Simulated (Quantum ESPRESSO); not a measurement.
# How far to go with the k-point mesh at a smearing width of 0.02 eV: ZnNi (P4mm, 2 atoms in the cell)

```xyz
2
Lattice="2.7101 0.0000 0.0000 0.0000 2.7101 0.0000 0.0000 0.0000 3.1979" Properties=species:S:1:pos:R:3 pbc="T T T"
Zn     1.3550     1.3550     1.6489
Ni     0.0000     0.0000     0.0000
```

Computed with LDA (PZ), PSlibrary PAW (LDA) pseudopotentials (plane waves; Quantum ESPRESSO 7.5).

Base settings: ecutwfc = 50 Ry; ecutrho = 300 Ry; occupations = smearing; smearing = fermi-dirac; degauss = 0.0073499 Ry; potentials = {Zn: Zn.pz-dn-kjpaw_psl.1.0.0.UPF, Ni: Ni.pz-n-kjpaw_psl.1.0.0.UPF}; K_POINTS = automatic 8 8 7 0 0 0; conv_thr = 1e-10 Ry; mixing_beta = 0.7.

In this ladder: degauss = 0.00147 Ry.

Only quantities that move along the ladder and can be compared are tabulated.

The count of work is k-points × plane waves × bands × iterations; it is no time. 

The starting cell comes from a database of computed structures (which also holds hypothetical and non-ambient phases and stackings), without a prior relaxation at this level. Its lattice was rescaled by up to half a per cent. One atom was moved a little off its site on purpose. Spin polarisation is off. In the base run, with a pressure of about -11 GPa the cell is away from its equilibrium volume at this level.

| K_POINTS | free energy less the last step's (meV/atom) | pressure (GPa) | largest difference of a force vector from the last step's (eV/Å) | count of work / last |
|---|---|---|---|---|
| automatic 4 4 4 0 0 0 | 14.08 | -11.15 | 0.008 | 0.010 |
| automatic 5 5 4 0 0 0 | 2.70 | -11.52 | 0.008 | 0.011 |
| automatic 6 6 5 0 0 0 | 8.78 | -11.37 | 0.004 | 0.019 |
| automatic 8 8 6 0 0 0 | -3.17 | -11.65 | 0.008 | 0.038 |
| automatic 9 9 8 0 0 0 | 1.66 | -11.54 | 0.007 | 0.048 |
| automatic 11 11 9 0 0 0 | -1.83 | -11.65 | 0.002 | 0.067 |
| automatic 13 13 11 0 0 0 | 0.13 | -11.60 | 0.001 | 0.11 |
| automatic 16 16 14 0 0 0 | 0.15 | -11.59 | 0.002 | 0.25 |
| automatic 19 19 17 0 0 0 | 0.29 | -11.58 | 0.000 | 0.34 |
| automatic 29 29 24 0 0 0 | 0.00 | -11.56 | 0.000 | 1.0 |

State of the pressure at the end of the ladder: still drifting one way, by 0.03 GPa over the last two steps, so the last step is no safe reference.

Coarsest K_POINTS that holds the free energy within 2 meV/atom of the last step, with all finer ones: automatic 9 9 8 0 0 0, at 0.048 of the last step's count of work; the step before is off by 3.2 meV/atom.

Coarsest K_POINTS that holds the forces within 0.005 eV/Å of the last step, with all finer ones: automatic 11 11 9 0 0 0, at 0.067 of the last step's count of work; the step before is off by 0.007 eV/Å.
